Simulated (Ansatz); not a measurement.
# 1T (CdI2-type) NiTe2 (model structure)

Level of theory: r²SCAN+rVV10 (Ansatz, an electronic-structure program, plane waves, PAW).

Cell: relaxed at this level.

For 1T (CdI2-type) NiTe2 (model structure), the interlayer binding energy is 38.8 meV/Å². The layer repeat distance comes out as 5.304 Å and the gap between the layers comes out as 2.698 Å.

Note: the relaxation could raise the start's symmetry but not lower it, so the cell can be a saddle point.

Spin–orbit coupling is not included.

The computed numbers hold no vibrational or temperature effects.

Computing time: about 6 core-minutes (a rough figure).

A model structure was made by putting elements into a prototype or built by hand; it is no filed structure, need not be a known phase, and can be a saddle point held by its symmetry.
